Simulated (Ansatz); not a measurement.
The starting structures come from a database of crystals and need not be the phases stable at ambient conditions.

Tunnelling through a barrier is set by its complex band structure: the current falls as exp(−2κd) with the smallest κ.

Given:

```xyz
18
Lattice="5.0766 0.0000 0.0000 0.0000 6.8186 0.0000 -0.1330 0.0000 7.3223" Properties=species:S:1:pos:R:3 pbc="T T T"
Ge     0.0000     0.0000     0.0000
Ge     2.4718     3.4093     3.6612
Se     2.5904     5.6302     1.4714
Se     2.3533     1.1883     5.8509
Se     4.9581     2.2209     2.1897
Se    -0.0144     4.5976     5.1326
O      1.5294     5.7154     0.1040
O      3.4142     1.1032     7.2184
O      0.9424     2.3061     3.5572
O      4.0012     4.5125     3.7651
O      2.2626     3.9902     1.8777
O      2.6810     2.8284     5.4446
O      0.2092     0.5809     1.7834
O      4.7344     6.2377     5.5389
O      4.0457     5.3413     0.6110
O      0.8979     1.4773     6.7114
O      3.5027     1.9320     3.0502
O      1.4409     4.8866     4.2721
```

Space group of this cell: P2_1/c. The cell is taken as given; by r2SCAN its mean pressure is -0.7 GPa.

Transport runs along the normal of the first two printed cell vectors.

The gap is the functional's own, uncorrected, and κ follows it; spin-orbit coupling is left out. Mid-gap values are interpolated between the computed energies.

Task: Estimate the band gap and the smallest decay constant κ at mid-gap that Ansatz (a first-principles code) with r2SCAN returns for this system.

Result: Gap 4.72 eV on a 6×6×4 mesh; κ = 0.521 1/Å, at the zone centre.
